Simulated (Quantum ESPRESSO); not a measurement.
Quantum ESPRESSO run on BaSn3Pd (I4mm, 5 atoms in the cell): self-consistent single point.

Computed with LDA (PW92), PseudoDojo standard norm-conserving (LDA) pseudopotentials (plane waves; Quantum ESPRESSO).

The change in words: lattice scaled by 0.98. Reference geometry:
```
BaSn3Pd
1.0
    2.46837    -2.46837     5.63511
    2.46837     2.46837     5.63511
   -2.46837    -2.46837     5.63511
Ba Sn Pd
1 3 1
Direct
  0.00000   0.99999   0.99999
  0.50000   0.74954   0.24954
  0.50000   0.24954   0.74954
  0.00000   0.41256   0.41256
  0.00000   0.65038   0.65038
```

Reference input (self-consistent single point, DFT, LDA (PW92), plane waves, PseudoDojo standard norm-conserving (LDA) pseudopotentials): ecutwfc = 85 Ry; occupations = smearing; smearing = fd; degauss = 0.0036749 Ry; potentials = {Ba: Ba.upf, Sn: Sn.upf, Pd: Pd.upf}; K_POINTS = automatic 5 5 5 0 0 0; conv_thr = 1e-11 Ry; mixing_beta = 0.3. This run's input differs from it in these lines:

```diff
@@ -10,4 +10,4 @@
   ibrav = 7,
-  celldm(1) = 9.3291054457,
-  celldm(3) = 2.282925001266,
+  celldm(1) = 9.1425214471,
+  celldm(3) = 2.282925597156,
   nat = 5,
@@ -28,7 +28,7 @@
 ATOMIC_POSITIONS {angstrom}
-Ba    0.0000000000    0.0000000000   11.2701172977
-Sn    0.0000000000    2.4683750000    2.8123731942
-Sn   -2.4683750000    0.0000000000    2.8123731942
-Sn    0.0000000000    0.0000000000    4.6496460888
-Pd    0.0000000000    0.0000000000    7.3299321874
+Ba    0.0000000000    0.0000000000   11.0447155517
+Sn    0.0000000000    2.4190070000    2.7561258800
+Sn   -2.4190070000    0.0000000000    2.7561258800
+Sn    0.0000000000    0.0000000000    4.5566534146
+Pd    0.0000000000    0.0000000000    7.1833339339
 K_POINTS {automatic}
```

Output, abridged:

```
     Self-consistent Calculation

     iteration #  1     ecut=    85.00 Ry     beta= 0.30

     total energy              =    -796.97343900 Ry
     estimated scf accuracy    <       2.30037584 Ry

     iteration #  2     ecut=    85.00 Ry     beta= 0.30

     total energy              =    -797.74403771 Ry
     estimated scf accuracy    <       1.28825712 Ry

     iteration #  3     ecut=    85.00 Ry     beta= 0.30

     total energy              =    -797.77182317 Ry
     estimated scf accuracy    <       0.15263871 Ry

   [... 11 blocks of this kind left out ...]

     iteration # 15     ecut=    85.00 Ry     beta= 0.30

     total energy              =    -797.81481200 Ry
     estimated scf accuracy    <          1.2E-11 Ry

     iteration # 16     ecut=    85.00 Ry     beta= 0.30
     End of self-consistent calculation

     the Fermi energy is    12.1240 ev

!    total energy              =    -797.81481200 Ry
     estimated scf accuracy    <          2.5E-12 Ry
     smearing contrib. (-TS)   =      -0.00189457 Ry
     internal energy E=F+TS    =    -797.81291743 Ry

     convergence has been achieved in  16 iterations

     Forces acting on atoms (cartesian axes, Ry/au):

     atom    1 type  1   force =     0.00000000    0.00000000   -0.00179235
     atom    2 type  2   force =     0.00000000    0.00000000   -0.00048474
     atom    3 type  2   force =     0.00000000    0.00000000   -0.00048474
     atom    4 type  2   force =     0.00000000    0.00000000    0.00470631
     atom    5 type  3   force =     0.00000000    0.00000000   -0.00194448

     Total force =     0.005442     Total SCF correction =     0.000005

          total   stress  (Ry/bohr**3)                   (kbar)     P=       -3.54
  -0.00002464   0.00000000   0.00000000           -3.63        0.00        0.00
  -0.00000000  -0.00002464  -0.00000000           -0.00       -3.63       -0.00
  -0.00000000   0.00000000  -0.00002296           -0.00        0.00       -3.38

   JOB DONE.
```

The run converged in 16 iterations. Against the reference run the free energy drops by 22.5 meV/atom, the pressure goes from -3.91 to -0.35 GPa and the largest force goes from 0.068 to 0.121 eV/Å.

The starting cell comes from a database of computed structures (which also holds hypothetical and non-ambient phases and stackings), without a prior relaxation at this level. For this run, on top of that: lattice scaled by 0.98. Spin polarisation is off.

Cost on one core of a shared machine: roughly 4 min.
